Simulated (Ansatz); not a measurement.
Here is the system:

```yaml
crystal:
  lattice:
    - [3.15046, 0.00000, 0.00000]
    - [1.57523, 2.72838, 0.00000]
    - [0.00000, 0.00000, 4.99880]
  atoms:
    - { symbol: Al, position: [0.66667, 0.66667, 0.00426] }
    - { symbol: Al, position: [0.33333, 0.33333, 0.50426] }
    - { symbol: N, position: [0.66667, 0.66667, 0.62094] }
    - { symbol: N, position: [0.33333, 0.33333, 0.12094] }
```

No spin polarisation.

Computed with PBE in Ansatz (plane waves to 420 eV, PAW, spin-orbit coupling left out), earlier PAW set. k-mesh 12×12×7 (Γ-centred); smearing 0.05 eV (Fermi–Dirac).

**Question.** Predict the electron mass, gap character, band gap and pressure.

**Answer.** Electron mass: 0.29 mₑ (at Γ)
Gap character: direct at Γ
Band gap: 3.91 eV
Pressure (mean of the normal stresses, compression positive): -1.92 GPa

The cells carry an imposed strain or load. Masses are band curvatures over ±0.01 Å⁻¹ around the edge. Whether these cells are dynamically stable was not tested. The cell was made from AlN in the wurtzite structure (space group P6_3mc, No. 186) by this change: biaxial strain +0.66 %, plane normal [001], relaxed out of plane.

Ansatz is a first-principles code.
